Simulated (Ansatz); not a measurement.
The parent structure is BN in the zinc blende structure (space group F-43m, No. 216; a = 3.605 Å). Axes: x, y, z lie along the cube axes.

Modification: tensile biaxial strain of 1.78 % in the plane normal to [001], as in epitaxy on a mismatched substrate; the out-of-plane cell vector and the atoms relax.

Levels (all Ansatz, a program for electronic structure, PAW, earlier PAW set): PBEsol (420 eV, without spin-orbit coupling); HSE06 (420 eV, without spin-orbit coupling).

The geometry is relaxed with PBEsol.

| Quantity | Result |
|---|---|
| PBEsol lowest conduction level above the VBM at special points | M 3.82 eV; X 4.25 eV; S₀ 6.05 eV; Γ 8.40 eV |

Q: How does going to HSE06 change the lowest conduction level above the VBM at special points?

A: The lowest conduction level above the VBM at special points goes from M 3.82 eV; X 4.25 eV; S₀ 6.05 eV; Γ 8.40 eV to M 5.30 eV; X 5.75 eV; S₀ 7.64 eV; Γ 10.18 eV.

Single points use the geometry relaxed with PBEsol. HSE06 gaps are upper bounds (no full band path). The levels and masses belong to the bands next to the band gap. Whether these cells are dynamically stable was not tested. k-point labels follow each cell's own Brillouin zone.
